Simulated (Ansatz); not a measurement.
The parent structure is InPd in the CsCl type structure (space group Pm-3m, No. 221; a = 3.2480 Å; relaxed with 0.1 eV smearing). Axes: x, y, z lie along the cube axes.

Method: PBEsol, PAW, 420 eV (Ansatz, a first-principles code; scalar-relativistic without spin-orbit coupling).

Perturbation: the cell is stretched by 1.00 % along z with no lateral relaxation; the atoms relax in the strained cell.

Predict the stress tensor and what it implies for the stiffness.

Stress of the strained cell less that of the base (GPa, compression positive):
```
   -1.2     0.0     0.0
    0.0    -1.2     0.0
    0.0     0.0    -1.5
```

Then −Δσ_ii/ε with ε = 0.0100 gives relaxed-ion elastic constants: C33 ≈ 148 GPa, C13 ≈ 123 GPa and C23 ≈ 123 GPa.

Whether these cells are dynamically stable was not tested. The final runs are not spin-polarised.
